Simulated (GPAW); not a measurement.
**Short convergence ladders for CuAu (P4mm, 2 atoms in the cell)**

```
CuAu
1.0
    2.81400     0.00000     0.00000
    0.00000     2.81400     0.00000
    0.00000     0.00000     3.68835
Cu Au
1 1
Direct
  0.00000   0.00000   0.01356
  0.50000   0.50000   0.50000
```

Base method: PBEsol, GPAW PAW datasets PBEsol (made by gpaw-setup) (plane waves; GPAW 25.7.0).

Base settings: mode = pw; ecut = 850 eV; xc = PBEsol; kpts = 5 5 4; mesh shift (steps) = 0 0 0; occupations.name = fermi-dirac; occupations.width = 0.1 eV; nbands = -8; convergence.density = 1e-05 e/electron; convergence.energy = 1e-05 eV/electron.

The count of work is k-points × plane waves × bands × iterations; it is no time. Core times come from one kind of shared machine, to one figure; runs under 30 s give none.

**The k-point mesh**

The second cell is the first with its lattice scaled by 0.98.

Only quantities that move along the ladder and can be compared are tabulated.

| kpts | free energy less the last step's (meV/atom) | energy of the compressed cell less the first (meV/atom) | pressure (GPa) | largest difference of a force vector from the last step's (eV/Å) | count of work / last | core time / last (rough) |
|---|---|---|---|---|---|---|
| 2 2 2 | 990.48 | 71.70 | 6.79 | 0.035 | 0.041 | – |
| 3 3 3 | -138.83 | 22.35 | -1.73 | 0.008 | 0.035 | – |
| 5 5 4 | -49.39 | 18.51 | -2.35 | 0.007 | 0.086 | – |
| 6 6 4 | 19.36 | 22.54 | -1.55 | 0.006 | 0.16 | – |
| 7 7 5 | -13.87 | 19.64 | -2.10 | 0.001 | 0.18 | 0.3 |
| 8 8 6 | 5.71 | 22.72 | -1.53 | 0.000 | 0.33 | 0.4 |
| 12 12 10 | 0.00 | 21.11 | -1.82 | 0.000 | 1.0 | 1 |

Coarsest kpts that holds the free energy within 5 meV/atom: not settled: the last two steps still differ by 5.7 meV/atom, over half the tolerance, so the ladder does not show it.

Coarsest kpts that holds the forces within 0.005 eV/Å of the last step, with all finer ones: 7 7 5, at 0.18 of the last step's count of work and about 0.3 of the last step's time; the step before is off by 0.006 eV/Å.

Coarsest kpts that holds the energy of the compressed cell less the first within 2 meV/atom: not settled: the last two steps still differ by 1.6 meV/atom, over half the tolerance, so the ladder does not show it.

**The k-point mesh at a smearing width of 0.3 eV**

In this ladder: occupations.width = 0.3 eV.

Only quantities that move along the ladder and can be compared are tabulated.

```tsv
kpts	free energy less the last step's (meV/atom)	pressure (GPa)	count of work / last	core time / last (rough)
4 4 3	77.20	-0.63	0.039	–
6 6 5	13.71	-1.18	0.12	–
9 9 7	-1.76	-1.51	0.20	0.1
13 13 10	0.09	-1.42	0.60	0.4
15 15 12	0.00	-1.42	1.0	1
```

Coarsest kpts that holds the free energy within 2 meV/atom of the last step, with all finer ones: 9 9 7, at 0.20 of the last step's count of work and about 0.1 of the last step's time; the step before is off by 14 meV/atom.

Coarsest kpts that holds the pressure within 0.2 GPa of the last step, with all finer ones: 9 9 7, at 0.20 of the last step's count of work and about 0.1 of the last step's time; the step before is off by 0.24 GPa.

**The SCF threshold**

Moved along: convergence.energy, convergence.eigenstates.

The mesh stays at the base's, so the ladder's end is converged at best in this setting alone.

Only quantities that move along the ladder and can be compared are tabulated.

```tsv
convergence.density	largest difference of a force vector from the last step's (eV/Å)	count of work / last
0.004 e/electron	0.009	0.17
0.0004 e/electron	0.006	0.20
4e-05 e/electron	0.000	0.29
1e-05 e/electron	0.001	0.22
4e-06 e/electron	0.000	0.36
1e-08 e/electron	0.000	1.0
```

Coarsest convergence.density that holds the forces within 0.005 eV/Å of the last step, with all finer ones: 4e-05 e/electron, at 0.29 of the last step's count of work; the step before is off by 0.006 eV/Å.

On the base run: the starting cell has typed, rounded lattice constants, without a prior relaxation at this level. Its lattice was rescaled by up to half a per cent. One atom was moved a little off its site on purpose. Spin polarisation is off. Without a gap this mesh is coarse (it stands for a supercell whose shortest vector is 14 Å).
